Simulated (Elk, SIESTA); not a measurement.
An Elk input for a self-consistent single point of Cr (Im-3m, 1 atom in the cell) (DFT, PBE, all-electron FP-LAPW, Elk's shipped species files, default APW+lo basis):

```
tasks
  0

xctype
  20

spinpol
  .true.

reducebf
  0.8

rmtscf
  0.93

nempty
  10

stype
  0

swidth
  0.00734986

maxscl
  100

avec
   -2.7484176757    2.7484176757    2.7484176757
    2.7484176757   -2.7484176757    2.7484176757
    2.7484176757    2.7484176757   -2.7484176757

atoms
  1
  'Cr.in'
  1
  0.0000000000  0.0000000000  0.0000000000    0.0 0.0 -0.75

ngridk
  16 16 16
```

Question: Give the SIESTA input for the same structure, mesh, smearing and functional.

Answer: This is the input that was run; spellings and numerical settings could be chosen otherwise.

```
# files in the folder: Cr.psml (PseudoDojo PBE standard)
SystemName  Cr
SystemLabel siesta

NumberOfAtoms                1
NumberOfSpecies              1
%block ChemicalSpeciesLabel
  1 24 Cr
%endblock ChemicalSpeciesLabel
LatticeConstant              2.519095 Ang
%block LatticeVectors
    -0.577350199    0.577350199    0.577350199
     0.577350199   -0.577350199    0.577350199
     0.577350199    0.577350199   -0.577350199
%endblock LatticeVectors
AtomicCoordinatesFormat      Ang
%block AtomicCoordinatesAndAtomicSpecies
     0.000000000    0.000000000    0.000000000  1
%endblock AtomicCoordinatesAndAtomicSpecies

XC.functional                GGA
XC.authors                   PBE
PAO.BasisSize                DZP
PAO.EnergyShift              0.01 Ry
MeshCutoff                   300 Ry
%block kgrid.MonkhorstPack
   16   0   0  0.0
    0  16   0  0.0
    0   0  16  0.0
%endblock kgrid.MonkhorstPack
OccupationFunction           MP
OccupationMPOrder            0
ElectronicTemperature        2320.9 K
Spin                         polarized
%block DM.InitSpin
  1 +3.00
%endblock DM.InitSpin

MaxSCFIterations             150
SCF.Mixer.Method             Pulay
SCF.Mixer.Weight             0.1
SCF.Mixer.History            6
SCF.DM.Tolerance             1.0E-05
Diag.ParallelOverK           true
WriteForces                  true
Charge.Mulliken              end
```

Basis, cutoffs, solver keys and any potentials are the target program's own. This input uses DFT, GGA PBE, numerical atomic orbitals DZP, PseudoDojo PBE standard norm-conserving potentials (rewritten from UPF to PSML). Both were run: size of the net moment 0.00 μB/atom in Elk and 0.00 in SIESTA.

On SIESTA: the starting cell was generated: these elements placed on a structure prototype, without a prior relaxation; it need not be a known phase or ordering of this composition. Its lattice was rescaled by a random factor within 2.5 % of one. The starting moments vanished: the run ended non-magnetic, which need not be the lowest state. Values carry the incompleteness of an atom-centred basis. With a pressure of about -17 GPa the cell is away from its equilibrium volume at this level.

On Elk: the starting cell was generated: these elements placed on a structure prototype, without a prior relaxation; it need not be a known phase or ordering of this composition. Its lattice was rescaled by a random factor within 2.5 % of one. The starting moments vanished: the run ended non-magnetic, which need not be the lowest state. Values depend on the basis (sphere radii, cutoffs, local orbitals), which need not be converged.
